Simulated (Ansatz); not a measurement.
## A computed series for AlGaAs2: carrier doping

Consider AlGaAs₂ (space group R3m, No. 160; a cell from a computed database, its experimental status unchecked).

```
CELL_PARAMETERS angstrom
      2.00544     1.15784     6.54908
     -2.00544     1.15784     6.54908
      0.00000    -2.31569     6.54908
ATOMIC_POSITIONS crystal
  Al 0.99971 0.99971 0.99971
  Ga 0.50021 0.50021 0.50021
  As 0.12486 0.12486 0.12486
  As 0.62523 0.62523 0.62523
```

Carriers are added at fixed cell with a uniform background; the Fermi–Dirac width is that of 300 K.

The values are results of r2SCAN (Ansatz, a program for electronic structure, PAW, no spin-orbit coupling), earlier PAW set, not measurements.

Notes on the quantities. Fermi level from band edge: Fermi level relative to the doped band's edge (positive inside the band; to 0.05 eV).

```
variant                   gap between the host's bands  Fermi level from band edge
------------------------  ----------------------------  --------------------------
undoped                                        1.35 eV                           –
electrons 1.0×10^21 cm⁻³                       1.35 eV                    +0.60 eV
electrons 5.0×10^21 cm⁻³                       1.34 eV                    +0.95 eV
holes 1.0×10^21 cm⁻³                           1.36 eV                    +0.25 eV
holes 5.0×10^21 cm⁻³                           1.39 eV                    +0.60 eV
```

Carriers are added with a uniform compensating background; total energy and stress of such cells depend on the potential's zero and are not compared; many-body gap narrowing is missing at this level. Whether these cells are dynamically stable was not tested.
